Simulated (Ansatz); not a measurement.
Base system: RbBr in the rock salt structure (space group Fm-3m, No. 225; a = 6.8433 Å).

All numbers come from PBEsol (Ansatz, a first-principles code, PAW, scalar-relativistic without spin-orbit coupling).

Strains are applied to the cell and any free atomic positions relax.

One change was made to it. Results:

The pressure grows by 1.61 GPa, from 0.01 GPa to 1.62 GPa; the valley order (the lowest conduction-band minima on the path, energy above the VBM, named in the base's zone) changes from Γ 4.22 eV; X along ⟨100⟩ 5.50 eV to Γ 4.45 eV; X along ⟨100⟩ 5.36 eV; the energy goes up by 16 meV/atom.

Name the change that was made.
A. isotropic strain −2.00 %
B. isotropic strain +0.50 %
C. isotropic strain −1.00 %
D. isotropic strain −3.00 %
E. isotropic strain −0.50 %

D, isotropic strain −3.00 %. For comparison, the valley order in the other runs: isotropic strain −1.00 % gives Γ 4.30 eV; X along ⟨100⟩ 5.46 eV; isotropic strain −2.00 % gives Γ 4.37 eV; X along ⟨100⟩ 5.41 eV; isotropic strain +0.50 % gives Γ 4.19 eV; X along ⟨100⟩ 5.52 eV; isotropic strain −0.50 % gives Γ 4.26 eV; X along ⟨100⟩ 5.48 eV.

The levels and masses belong to the bands next to the band gap. Whether these cells are dynamically stable was not tested.
